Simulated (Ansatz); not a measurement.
By PBEsol, the system below comes out a metal.

Without scattering a metal conducts by its projected Fermi surface.

Consider the following.

```
CELL_PARAMETERS angstrom
      2.63740     0.00000     0.00000
      0.00000     2.63740     0.00000
      1.31870    -1.31870     1.86493
ATOMIC_POSITIONS crystal
  Rh 0.00000 0.00000 0.00000
```

Space group of this cell: Fm-3m, fcc (Cu type). The cell is strained (all lengths scaled by 0.98); by PBEsol its mean pressure is 13.1 GPa.

The current flows along the normal of the first two printed cell vectors, the (001) plane of the conventional cell. No spin-orbit coupling; the value is a mean over 0.1 eV about the Fermi level.

Problem. State the ballistic conductance per area according to Ansatz (a quantum-chemistry and plane-wave program) with PBEsol.

Solution. 2.4 × 10¹⁵ S/m² for both spins.
